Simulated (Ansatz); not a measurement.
# FeGe in the rock salt structure (space group Fm-3m, No. 225; ferromagnetic; a hypothetical phase, not in the database extracts checked)

Space group Fm-3m (No. 225); a = b = c = 5.022 Å, α = β = γ = 90.00°

```
atom  site  symmetry       x       y       z
----  ----  --------  ------  ------  ------
Ge      4a      m-3m  0.0000  0.0000  0.0000
Fe      4b      m-3m  0.5000  0.5000  0.5000
```
(The calculation used a cell of 2 atoms; values per cell refer to that cell.)

Level of theory: r2SCAN (Ansatz, a first-principles code, PAW, no SOC). k-mesh 16×16×16 (Γ-centred); smearing 0.05 eV (Fermi–Dirac).

```json
{
  "volume_per_atom": "15.83 Å³",
  "density": "6.74 g/cm³",
  "band_gap": "zero",
  "magnetic_state": "ferromagnetic",
  "total_energy": "-4393.930 eV/atom (σ→0; compares only within this code and set-up)"
}
```

The magnetic state is the one reached from the starting moments; the real material's order can differ, and small cells can't hold many antiferromagnetic ones. Whether these cells are dynamically stable was not tested.
